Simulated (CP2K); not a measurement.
Band structure of YMg (P-3m1, 4 atoms in the cell).

```xyz
4
Lattice="3.4171 0.0000 0.0000 -1.7085 2.9593 0.0000 0.0000 0.0000 11.2418" Properties=species:S:1:pos:R:3 pbc="T T T"
Y      1.7085     0.9864     9.7904
Y      0.0000     1.9728     1.4514
Mg     0.0000     1.9728     6.9476
Mg     1.7085     0.9864     4.2941
```

Method: LDA (Pade form), GPW, DZVP-MOLOPT-SR-GTH basis, GTH-PADE potentials (GTH_POTENTIALS) (CP2K 2026.2).

Settings: CUTOFF = 1000 Ry; REL_CUTOFF = 50 Ry; SMEAR/METHOD = GAUSSIAN; SIGMA = 0.2 eV; KPOINTS/SCHEME = MONKHORST-PACK 8 8 2; GAMMA_CENTERED = T; XC_FUNCTIONAL = PADE; Y/BASIS_SET = DZVP-MOLOPT-SR-GTH; Y/POTENTIAL = GTH-PADE-q11; Mg/BASIS_SET = DZVP-MOLOPT-SR-GTH; Mg/POTENTIAL = GTH-PADE-q10; METHOD = GPW; EPS_DEFAULT = 1e-10; EXTRAPOLATION = USE_GUESS.

The starting cell comes from a database of computed structures (which also holds hypothetical and non-ambient phases and stackings), without a prior relaxation at this level. Values carry the incompleteness of an atom-centred basis.

Levels in eV from the Fermi level, bands 18 to 23:
```json
[
 {"point": "Γ", "18": "-4.21", "19": "-3.94", "20": "-1.83", "21": "-0.36", "22": "1.01", "23": "1.99"},
 {"point": "M", "18": "-1.78", "19": "-1.55", "20": "-1.27", "21": "-0.54", "22": "-0.43", "23": "0.58"},
 {"point": "K", "18": "-0.48", "19": "-0.48", "20": "-0.22", "21": "-0.14", "22": "-0.14", "23": "0.28"},
 {"point": "A", "18": "-4.83", "19": "-2.79", "20": "-2.58", "21": "-0.36", "22": "0.97", "23": "1.99"},
 {"point": "L", "18": "-1.90", "19": "-1.29", "20": "-1.07", "21": "-0.94", "22": "-0.05", "23": "0.18"},
 {"point": "H", "18": "-0.55", "19": "-0.48", "20": "-0.26", "21": "-0.11", "22": "-0.11", "23": "0.16"}
]
```

Bands cross the Fermi level along this path, so the cell is metallic at this level.

Higher empty bands are left out: an atom-centred basis made for the valence describes them poorly.
